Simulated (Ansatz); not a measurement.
The starting structures come from a database of crystals and need not be the phases stable at ambient conditions.

Data:

```
Cd2SSe
1.0
    4.29765     0.00000     0.00000
   -2.14883     3.72187     0.00000
    0.00000     0.00000     7.00787
Cd Se S
2 1 1
Direct
  0.00000   0.00000   0.49023
  0.33333   0.66667   0.00964
  0.33333   0.66667   0.62575
  0.00000   0.00000   0.12238
```

Space group of this cell: P3m1. The cell is taken as given; by r2SCAN its mean pressure is -1.7 GPa.

Level of theory: r2SCAN (plane waves, PAW; Ansatz, an electronic-structure program).

The current runs along the normal of the first two printed vectors; no spin-orbit coupling. Scaled by the factor s: all lengths (ions clamped). The meshes follow the cell: 12×12×6 and 12×12 across at s = 0.98, 12×12×4 and 12×12 across at s = 1.00, 12×12×4 and 12×12 across at s = 1.02.

| s | mean pressure (GPa) | band gap (eV) |
|---|---|---|
| 0.98 | 1.6 | ? |
| 1.00 | -1.7 | 1.15 |
| 1.02 | -4.2 | 1.01 |

Take the slope of the band gap against ln s from the two given rows, extrapolate to s = 0.98, and say what the run there gives.

Slope = (1.01 − 1.15) / ln 1.02 = -7.07 eV. The line gives 1.15 + (-7.07) × ln 0.98 = 1.29 eV. The run gives 1.29 eV, as the line does.
